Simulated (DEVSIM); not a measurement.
## abrupt Ge n-p junction

Structure: abrupt Ge n-p junction, at 300 K.

```csv
layer (left to right),material,thickness (μm),Nd (cm⁻³),Na (cm⁻³),τn (s),τp (s)
1,Ge,63.0,6.5e15,-,3.3e-7,3.3e-7
2,Ge,3.00,-,6.4e15,3.3e-7,3.3e-7
```

Left contact: ohmic. Right contact: ohmic. Voltage is applied to the left contact. Recombination: SRH at mid-gap. Mobility is μmin + (μ − μmin)/(1 + (N/Nref)^α).

This is a model device: material constants are rounded textbook-type values typed into the input, and sizes, dopings and lifetimes were drawn at random. Values at 300 K.

| parameter | Ge |
|---|---|
| gap (eV) | 0.664 |
| affinity (eV) | 4 |
| permittivity | 16 |
| Nc (cm⁻³) | 1.04e19 |
| Nv (cm⁻³) | 6e18 |
| μn (cm²/Vs) | 3900 |
| μp (cm²/Vs) | 1900 |
| μn,min | 150 |
| μp,min | 100 |
| Nref,n | 2.6e17 |
| Nref,p | 4e17 |
| αn | 0.56 |
| αp | 0.6 |

Simulated with DEVSIM: 1D drift-diffusion, Boltzmann statistics, complete ionisation; no tunnelling, impact ionisation, image-force lowering or self-heating.

| Item | Value |
|---|---|
| Potential step across the device at zero bias | 0.296 V |
| Largest field in the device at zero bias | 13000 V/cm |
| Dark forward voltage at 1 A/cm² | 0.148 V |
| Dark forward voltage at 100 A/cm² | 0.405 V |

Dark reverse current:

```csv
V (V),J (A/cm²)
0.10,0.0037
0.25,0.0038
0.50,0.0040
0.75,0.0041
1.00,0.0042
1.50,0.0044
2.00,0.0046
2.50,0.0047
3.25,0.0050
4.00,0.0052
5.00,0.0054
```

Small-signal capacitance in reverse bias (quasi-static):

```tsv
V (V)	C (nF/cm²)
0.1	32.6
0.25	27.2
0.5	22.2
0.75	19.2
1	17.2
1.5	14.5
2	12.8
2.5	11.5
3.25	10.2
4	9.29
5	8.35
```
